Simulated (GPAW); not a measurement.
A self-consistent single point of Mn3RhN (Pm-3m, 5 atoms in the cell) with GPAW

Method of the run: PBEsol, GPAW PAW datasets PBEsol (made by gpaw-setup) (plane waves; GPAW).

The input file:

```python
from ase import Atoms
from ase.units import GPa
from gpaw import GPAW

atoms = Atoms(['Rh', 'Mn', 'Mn', 'Mn', 'N'],
              cell=[[3.938000, 0.000000, 0.000000],
                    [0.000000, 3.938000, 0.000000],
                    [0.000000, 0.000000, 3.938000]],
              positions=[[0.000000, 0.000000, 0.000000],
                         [0.000000, 1.969000, 1.969000],
                         [1.969000, 0.000000, 1.969000],
                         [1.969000, 1.969000, 0.000000],
                         [1.969000, 1.969000, 1.969000]],
              pbc=True)

atoms.set_initial_magnetic_moments([0.0, 4.0, 4.0, 4.0, 0.0])

calc = GPAW(spinpol=True,
            mode={'name': 'pw', 'ecut': 950},
            xc='PBEsol',
            kpts=(5, 5, 5),
            occupations={'name': 'methfessel-paxton', 'width': 0.272, 'order': 0},
            nbands=-9,
            convergence={'forces': 0.001},
            symmetry={'symmorphic': False, 'tolerance': 0.0005},
            maxiter=100,
            txt='-')

atoms.calc = calc

energy = atoms.get_potential_energy()
print('Energy (eV):', round(energy, 6))
forces = atoms.get_forces()
print('Forces (eV/Ang):')
print(forces.round(5))
stress = atoms.get_stress()
print('Stress (GPa, Voigt):', (stress / GPa).round(4))
```

Log, with long lists cut:

```
Input parameters:
  convergence: {forces: 0.001}
  kpts: [5 5 5]
  maxiter: 100
  mode: {ecut: 950,
         name: pw}
  nbands: -9
  occupations: {name: methfessel-paxton,
                order: 0,
                width: 0.272}
  spinpol: True
  symmetry: {symmorphic: False,
             tolerance: 0.0005}
  xc: PBEsol

species:
  Rh:
    name: Rhodium
    Z: 45.0
    valence: 15
    core: 30
    charge: 0.0
    file: Rh.PBEsol.gz

    # Using partial waves for Rh as LCAO basis

  Mn:
    name: Manganese
    Z: 25.0
    valence: 15
    core: 10
    charge: 0.0
    file: Mn.PBEsol.gz

    # Using partial waves for Mn as LCAO basis

  N:
    name: Nitrogen
    Z: 7.0
    valence: 5
    core: 2
    charge: 0.0
    file: N.PBEsol.gz

    # Using partial waves for N as LCAO basis

Reference energy: -225995.569573  # eV

Spin-polarized calculation.
Initial magnetic moment: 12.000000

Convergence criteria:
 Maximum [total energy] change in last 3 cyles: 0.0005 eV / valence electron
 Maximum integral of absolute [dens]ity change: 0.0001 electrons / valence electron
 Maximum integral of absolute [eigenst]ate change: 4e-08 eV^2 / valence electron
 Maximum change in the atomic [forces] across last 2 cycles: 0.001 eV/Ang OR
Maximum error relative to the maximum force is below inf
 Maximum number of scf [iter]ations: 100

Symmetries present (total): 48
Symmetries with fractional translations: 0
125 k-points: 5 x 5 x 5 Monkhorst-Pack grid
10 k-points in the irreducible part of the Brillouin zone
       k-points in crystal coordinates                weights
   0:     0.00000000    0.00000000    0.00000000          1/125
   1:     0.20000000    0.00000000    0.00000000          6/125
   2:     0.20000000    0.20000000    0.00000000         12/125
   [... 7 lines left out ...]

Wave functions: Plane wave expansion
  Cutoff energy: 950.000 eV
  Number of coefficients (min, max): 3959, 4069
  Pulay-stress correction: 0.000000 eV/Ang^3 (de/decut=0.000000)

Occupation numbers: Methfessel-Paxton:
  width: 0.2720  # eV
  order: 0

Eigensolver

Densities:
  Coarse grid: 28*28*28 grid
  Fine grid: 56*56*56 grid
  Total Charge: 0.000000

Density mixing:
  Method: difference
  Backend: pulay
  Linear mixing parameter: 0.05
  old densities: 5
  Damping of long wavelength oscillations: 50

Hamiltonian:
  XC and Coulomb potentials evaluated on a 56*56*56 grid
  External potential:
    NoExternalPotential

XC parameters: PBEsol with 2 nearest neighbor stencil

Number of atoms: 5
Number of atomic orbitals: 55
Number of bands in calculation: 47
Number of valence electrons: 65
Bands to converge: occupied

Density initialized from atomic densities
  47 bands from LCAO basis set

Atomic positions and initial magnetic moments

Positions:
   0 Rh     0.000000    0.000000    0.000000    ( 0.0000,  0.0000,  0.0000)
   1 Mn     0.000000    1.969000    1.969000    ( 0.0000,  0.0000,  4.0000)
   2 Mn     1.969000    0.000000    1.969000    ( 0.0000,  0.0000,  4.0000)
   3 Mn     1.969000    1.969000    0.000000    ( 0.0000,  0.0000,  4.0000)
   4 N      1.969000    1.969000    1.969000    ( 0.0000,  0.0000,  0.0000)

Unit cell:
           periodic     x           y           z      points  spacing
  1. axis:    yes    3.938000    0.000000    0.000000    28     0.1406
  2. axis:    yes    0.000000    3.938000    0.000000    28     0.1406
  3. axis:    yes    0.000000    0.000000    3.938000    28     0.1406

  Lengths:   3.938000   3.938000   3.938000
  Angles:   90.000000  90.000000  90.000000

Effective grid spacing dv^(1/3) = 0.1406

     iter     time        total  log10-change:         magmom
                         energy   eigst   dens  force
iter:   1 --:--:--   -50.683551                          +12.0155
iter:   2 --:--:--   -49.138809   -0.59  -1.44           +9.8996
iter:   3 --:--:--   -48.670849   -1.41  -1.54           +8.8955
iter:   4 --:--:--   -48.320753   -1.66  -1.63           +8.5719
iter:   5 --:--:--   -48.324332   -2.74  -1.85           +8.6401
iter:   6 --:--:--   -48.401254   -2.33  -1.88           +8.6693
iter:   7 --:--:--   -48.391623   -3.55  -2.42           +8.7605
iter:   8 --:--:--   -48.389082c  -3.16  -2.56           +8.7739
iter:   9 --:--:--   -48.385310c  -4.13  -2.82           +8.7162
iter:  10 --:--:--   -48.385518c  -5.46  -3.45           +8.6849
iter:  11 --:--:--   -48.385415c  -5.41  -3.46           +8.6198
iter:  12 --:--:--   -48.385065c  -5.52  -3.56           +8.5671
iter:  13 --:--:--   -48.384829c  -5.72  -3.47           +8.5334
iter:  14 --:--:--   -48.385172c  -5.78  -3.49           +8.5450
iter:  15 --:--:--   -48.385147c  -6.67  -3.30           +8.5423
iter:  16 --:--:--   -48.384829c  -5.09  -3.30           +8.5404
iter:  17 --:--:--   -48.384891c  -6.57  -4.01c          +8.5418
iter:  18 --:--:--   -48.384920c  -7.29  -4.23c          +8.5476
iter:  19 --:--:--   -48.384952c  -7.02  -4.23c          +8.5531
iter:  20 --:--:--   -48.384983c  -7.25  -4.45c          +8.5580
iter:  21 --:--:--   -48.385041c  -7.18  -4.45c          +8.5657
iter:  22 --:--:--   -48.385036c  -7.64c -4.57c          +8.5649
iter:  23 --:--:--   -48.385014c  -7.66c -4.67c -29.37c   +8.5640

Converged after 23 iterations.

Dipole moment: (-0.000000, -0.000000, -0.000000) |e|*Ang

Total magnetic moment: (0.000000, 0.000000, 8.564025)
Local magnetic moments:
   0 Rh ( 0.000000,  0.000000,  0.351126)
   1 Mn ( 0.000000,  0.000000,  2.692696)
   2 Mn ( 0.000000,  0.000000,  2.692696)
   3 Mn ( 0.000000,  0.000000,  2.692696)
   4 N  ( 0.000000,  0.000000, -0.051927)

Energy contributions relative to reference atoms: (reference = -225995.569573)

Kinetic:         +1.046761
Potential:       -4.603710
External:        +0.000000
XC:             -45.216805
Entropy (-ST):   -0.242504
Local:           +0.509992
SIC:             +0.000000
--------------------------
Free energy:    -48.506266
Extrapolated:   -48.385014

Spin contamination: 0.207225 electrons
Showing only first 2 kpts
                      Up                     Down
 Kpt  Band  Eigenvalues  Occupancy  Eigenvalues  Occupancy
  0    30      8.33949    0.99893     10.56499    0.00000
  0    31      8.52695    0.98198     10.56499    0.00000
  0    32      8.52695    0.98198     11.17611    0.00000
  0    33      8.52695    0.98198     11.17611    0.00000

  1    30      8.15791    0.99997     10.13261    0.00000
  1    31      8.52734    0.98189     10.47035    0.00000
  1    32      8.53108    0.98101     10.50498    0.00000
  1    33      8.53108    0.98101     10.50498    0.00000

Fermi level: 8.93017

No gap
No difference between direct/indirect transitions
Energy (eV): -48.385014

Forces in eV/Ang:
  0 Rh    0.00000    0.00000    0.00000
  1 Mn    0.00000    0.00000   -0.00000
  2 Mn   -0.00000    0.00000    0.00000
  3 Mn   -0.00000   -0.00000    0.00000
  4 N    -0.00000   -0.00000   -0.00000

Stress tensor:
     0.087212    -0.000000     0.000000
    -0.000000     0.087212     0.000000
     0.000000     0.000000     0.087212
Stress (GPa, Voigt): [13.9729 13.9729 13.9729  0.      0.     -0.    ]
```

The run converged in 23 iterations. GPAW prints stress with tension positive.

At such cutoffs GPAW's stress carries a finite-basis (Pulay) error, which enters relaxed cells too; its log prints stress with tension positive.

The starting cell comes from a database of published, mostly measured structures (it also holds non-ambient and calculated ones), without a prior relaxation at this level. The magnetic order is the one reached from the typed start; others were not searched systematically.

Cost on one core of a shared machine: roughly 2 min.
